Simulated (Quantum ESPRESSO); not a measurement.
Quantum ESPRESSO run on Sc5Si3 (P6_3/mcm, 16 atoms in the cell): self-consistent single point.

Computed with PBEsol, GBRV 1.5 ultrasoft (PBESOL) pseudopotentials (plane waves; Quantum ESPRESSO).

```
Sc5Si3
1.0
    7.89502     0.00000     0.00000
   -3.94751     6.83729     0.00000
    0.00000     0.00000     5.84513
Sc Si
10 6
Direct
  0.00000   0.75845   0.75000
  0.00000   0.24155   0.25000
  0.24155   0.00000   0.25000
  0.75845   0.00000   0.75000
  0.24155   0.24155   0.75000
  0.75845   0.75845   0.25000
  0.33333   0.66667   0.50000
  0.66667   0.33333   0.50000
  0.66667   0.33333   0.00000
  0.33333   0.66667   0.00000
  0.39468   0.00000   0.75000
  0.60532   0.00000   0.25000
  0.39468   0.39468   0.25000
  0.60532   0.60532   0.75000
  0.00000   0.39468   0.75000
  0.00000   0.60532   0.25000
```

Reference input (self-consistent single point, DFT, PBEsol, plane waves, GBRV 1.5 ultrasoft (PBESOL) pseudopotentials): ecutwfc = 50 Ry; ecutrho = 400 Ry; occupations = smearing; smearing = fd; degauss = 0.0036749 Ry; potentials = {Sc: sc_pbesol_v1.uspp.F.UPF, Si: si_pbesol_v1.uspp.F.UPF}; K_POINTS = automatic 3 3 4 0 0 0; conv_thr = 1e-10 Ry. This run's input differs from it in these lines:

```diff
@@ -19,3 +19,3 @@
 &electrons
-  conv_thr = 1e-10
+  conv_thr = 1.0d-4
 /
```

Log, with long lists cut:

```
     Self-consistent Calculation

     iteration #  1     ecut=    50.00 Ry     beta= 0.70

     Threshold (ethr) on eigenvalues was too large:
     Diagonalizing with lowered threshold

     total energy              =   -1000.41056555 Ry
     estimated scf accuracy    <       0.66514138 Ry

     iteration #  2     ecut=    50.00 Ry     beta= 0.70

     total energy              =    -999.69511446 Ry
     estimated scf accuracy    <       7.12015647 Ry

     iteration #  3     ecut=    50.00 Ry     beta= 0.70

     total energy              =   -1000.59135003 Ry
     estimated scf accuracy    <       1.34636125 Ry

   [... 4 blocks of this kind left out ...]

     iteration #  8     ecut=    50.00 Ry     beta= 0.70

     total energy              =   -1000.75211259 Ry
     estimated scf accuracy    <       0.00039608 Ry

     iteration #  9     ecut=    50.00 Ry     beta= 0.70
     End of self-consistent calculation

     the Fermi energy is     9.8011 ev

!    total energy              =   -1000.75220650 Ry
     estimated scf accuracy    <       0.00000436 Ry
     smearing contrib. (-TS)   =      -0.00523276 Ry
     internal energy E=F+TS    =   -1000.74697374 Ry

     convergence has been achieved in   9 iterations

     Forces acting on atoms (cartesian axes, Ry/au):

     atom    1 type  1   force =     0.00079694   -0.00138033   -0.00000000
     atom    2 type  1   force =    -0.00079694    0.00138033    0.00000000
     atom    3 type  1   force =     0.00159387    0.00000000    0.00000000
     atom    4 type  1   force =    -0.00159387   -0.00000000   -0.00000000
     atom    5 type  1   force =     0.00079694    0.00138033   -0.00000000
   [... lines left out ...]
     Total force =     0.004873     Total SCF correction =     0.012275
   [... lines left out ...]
     SCF correction compared to forces is large: reduce conv_thr to get better values

          total   stress  (Ry/bohr**3)                   (kbar)     P=      -30.12
  -0.00019928  -0.00000000   0.00000000          -29.32       -0.00        0.00
  -0.00000000  -0.00019928   0.00000000           -0.00      -29.32        0.00
   0.00000000  -0.00000000  -0.00021578            0.00       -0.00      -31.74

   JOB DONE.
```

The run converged in 9 iterations. Against the reference run the free energy stays essentially unchanged (within 1 meV/atom), the pressure stays at -3.01 GPa and the largest force goes from 0.084 to 0.041 eV/Å. The full log also holds: “SCF correction compared to forces is large: reduce conv_thr to get better values”.

The starting cell comes from a database of computed structures (which also holds hypothetical and non-ambient phases and stackings), without a prior relaxation at this level. With a pressure of about -3 GPa the cell is away from its equilibrium volume at this level.

Cost on one core of a shared machine: roughly 6 min.
